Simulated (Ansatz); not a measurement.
# AgNbO₃ (Cmcm, No. 63, 20 atoms in the cell; start mp-1205362; a measured phase of this formula has another space group)

Computed with PBEsol (Ansatz, a quantum-chemistry and plane-wave program, plane waves, PAW).

Numerical settings: plane-wave cutoff 520 eV, 6×6×6 k mesh, Fermi–Dirac smearing 0.01 eV, no spin polarisation, scalar-relativistic PAW data made under PBE.

Cell (relaxed with PBEsol):

```cif
data_Ag8Nb8O24
_chemical_formula_sum 'Nb8 Ag8 O24'
_space_group_name_H-M_alt 'Cmcm'
_space_group_IT_number 63
_space_group_name_Hall '-C 2c 2'
_cell_length_a 7.74617
_cell_length_b 7.82849
_cell_length_c 7.85000
_cell_angle_alpha 90.000
_cell_angle_beta 90.000
_cell_angle_gamma 90.000
loop_
_atom_site_label
_atom_site_type_symbol
_atom_site_symmetry_multiplicity
_atom_site_Wyckoff_symbol
_atom_site_fract_x
_atom_site_fract_y
_atom_site_fract_z
_atom_site_occupancy
Nb1 Nb 8 d 0.25000 0.25000 0.00000 1
Ag1 Ag 4 c 0.00000 0.00724 0.25000 1
Ag2 Ag 4 c 0.00000 0.50452 0.25000 1
O1 O 8 e 0.29818 0.00000 0.00000 1
O2 O 8 f 0.00000 0.20503 0.53874 1
O3 O 8 g 0.21081 0.24108 0.25000 1
```
(The calculation used a cell of 20 atoms; values per cell refer to that cell.)

```
Quantity   Result
--------  -------
band gap  0.89 eV
Γ–Γ gap   1.32 eV
```

Spin–orbit coupling is not included.

The computed numbers hold no vibrational or temperature effects.

A start named mp-… is a Materials Project structure, which need not be a measured phase.
